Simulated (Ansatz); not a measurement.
System: rock-salt NaH. Method: PBE-D3(BJ) (PAW; Ansatz, a program for electronic structure).

Numerical settings: plane-wave cutoff 520 eV, 12×12×12 k mesh, Fermi–Dirac smearing 0.01 eV, scalar-relativistic PAW data made under PBE.

A third-order Birch–Murnaghan fit to the energies gives V0 = 13.125 Å³/atom, B0 = 26.0 GPa, B′ = 3.8.

```csv
V (Å³/atom),P (GPa)
12.355,1.760
12.618,1.103
12.880,(withheld)
13.143,-0.036
13.406,(withheld)
13.669,-0.978
13.932,-1.386
```

Q: Estimate the withheld pressures from this fit; the answers are the runs' own values.

A: 
- 12.880, P (GPa): 0.506
- 13.406, P (GPa): -0.529

The formula P = (3/2) B0 (x^(7/3) − x^(5/3)) [1 + (3/4)(B′ − 4)(x^(2/3) − 1)] with x = V0/V meets the computed pressures within 0.01 GPa when these rounded values are put in.

Measured, for comparison: bulk modulus 19.4 ± 2 GPa (room temperature, not corrected to a static lattice; as tabulated in High-pressure studies of NaH to 54 GPa); equilibrium volume per atom 14.46 Å³/atom (room temperature, not corrected to a static lattice; as tabulated in Thermodynamic Modeling of Hydrogen Storage Capacity in Mg-Na Alloys). Computed (rounded) less measured: bulk modulus +34 % (against room or unstated temperature, where such soft solids are markedly softer), equilibrium volume per atom -9.3 %.

The computed numbers hold no vibrational or temperature effects.

The result took very roughly 22 core-seconds.
